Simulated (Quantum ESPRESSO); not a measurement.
Equation of state of rutile-structure TiO2 (space group 136): energy against volume (Quantum ESPRESSO, PBE)

```xyz
6
Lattice="4.5084 0.0000 0.0000 0.0000 4.5084 0.0000 0.0000 0.0000 2.9074" Properties=species:S:1:pos:R:3 pbc="T T T"
Ti     0.0000     0.0000     0.0000
Ti     2.2542     2.2542     1.4537
O      1.3751     1.3751     0.0000
O      3.6293     0.8791     1.4537
O      0.8791     3.6293     1.4537
O      3.1333     3.1333     0.0000
```

Computed with PBE, GBRV 1.5 ultrasoft (PBE) pseudopotentials (plane waves; Quantum ESPRESSO). Settings: ecutwfc = 65 Ry; ecutrho = 520 Ry; occupations = smearing; smearing = fd; degauss = 0.000734986 Ry; potentials = {Ti: ti_pbe_v1.4.uspp.F.UPF, O: o_pbe_v1.2.uspp.F.UPF}; K_POINTS = automatic 7 7 11 0 0 0; conv_thr = 1e-10 Ry; mixing_beta = 0.7. The cell above is the first row's. The rows scale it uniformly. In all rows fractional positions and the k mesh are held. E is the free energy at the stated smearing, counted from the lowest row.

| V (Å^3/atom) | E (meV/atom) |
|---|---|
| 9.849 | ? |
| 10.063 | 24.81 |
| 10.277 | 9.43 |
| 10.491 | 1.41 |
| 10.705 | 0.00 |
| 10.920 | 4.54 |
| 11.134 | 14.42 |
| 11.348 | 29.10 |
| 11.562 | 48.08 |

Q: Fit E against V with the third-order Birch-Murnaghan form, a cubic in V^(-2/3), and predict the withheld value at V = 9.849.

A: With u = V^(-2/3) - 0.205, the rows have u = 0.009543, 0.006555, 0.003668, 0.000877, -0.001834, -0.004445, -0.006975, -0.009426. Least squares gives E = 0.828 - 1300.69·u + 396711·u² + 304820·u³. Residuals (row less fit): 0.002, -0.004, 0.000, 0.007, -0.006, -0.001, 0.003, -0.001; standard error 0.005 (degrees of freedom: 4). Its minimum lies at u = 0.001636, so V0 = (0.206636)^(-3/2) = 10.65. There d²E/du² = 796400 and d³E/du³ = 1829000, so B0 = (4/9) × 10.65^(-7/3) × 796400 × 0.160218 = 227 GPa (the last factor turns the table's units into GPa), and B0' = 4 + (2/3) × 0.206636 × (1829000)/796400 = 4.3. The program's pressures in the fitted runs (not shown) pass through zero at V = 10.64, 0.02 % from this V0. At the withheld row, u = 0.012640, so E = 0.828 - 1300.69 × 0.012640 + 396711 × 0.012640² + 304820 × 0.012640³ = 48.385 meV/atom. The calculation gives 48.39 meV/atom, which the fit meets to the printed digits. The row lies outside the fitted rows, so this is an extrapolation. From the scatter of the fitted rows alone, a prediction at this place has a standard error of 0.016 meV/atom, so the miss is 0.3 times that.

Carrying the step between the two nearest rows on in a straight line would have given 40.19, off by 8.20; series whose last step already gives the withheld value aren't shown. The scan was laid around a cell of about the measured size, scaled by a guess for this functional; axis ratios and inner coordinates come from that cell. The runs keep the symmetry of the cell, so they don't test it for distortions. The shape of the cell and the inner coordinates aren't relaxed, so V0 and B0 belong to this uniform scaling; a relaxed crystal lies no higher in energy and is usually softer (forces reach 0.40 eV/Å in these rows). Cutoffs and mesh are single choices, not tested for convergence of this quantity. Series with a scatter that would blur these digits, or in which a gap closes, are not shown. Nor are scans whose minimum lies at an end fitted in this form.
